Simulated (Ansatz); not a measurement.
Effect of isotropic strain +1.36 % on CsBr

The parent structure is CsBr in the CsCl type structure (space group Pm-3m, No. 221; a = 4.242 Å).

Modification: every lattice vector is stretched by 1.36 %; the atoms relax in the strained cell.

Level of theory: PBEsol (Ansatz, a first-principles code), scalar-relativistic without spin-orbit coupling. k-mesh 8×8×8 (Γ-centred); smearing 0.05 eV (Fermi–Dirac).

The volume per atom increases by 1.58 Å³ to 39.75 Å³ and the space group is still Pm-3m (No. 221). The energy goes up by 2.9 meV/atom and the band gap drops by 0.15 eV (4.45 eV → 4.30 eV). The gap character is still direct at Γ and the mean gap deformation potential ΔEg/Δln V amounts to -3.6 eV. The width of the top valence band shrinks by 0.11 eV, from 1.29 eV to 1.18 eV and the electron mass goes from 0.29 mₑ (at Γ) to 0.30 mₑ (at Γ). The valley order (the lowest conduction-band minima on the path, energy above the VBM, named in the base's zone) changes from Γ 4.45 eV; M along ⟨110⟩ 5.16 eV to Γ 4.30 eV; M along ⟨110⟩ 5.15 eV.

Final structure:

```yaml
crystal:
  lattice:
    - [4.29972, 0.00000, 0.00000]
    - [0.00000, 4.29972, 0.00000]
    - [0.00000, 0.00000, 4.29972]
  atoms:
    - { symbol: Cs, position: [0.00000, 0.00000, 0.00000] }
    - { symbol: Br, position: [0.50000, 0.50000, 0.50000] }
```

Cost of the whole job for the changed cell (relaxation, final SCF and bands): very roughly 11 core-seconds.

Masses are band curvatures over ±0.01 Å⁻¹ around the edge. No phonon test of stability was made.
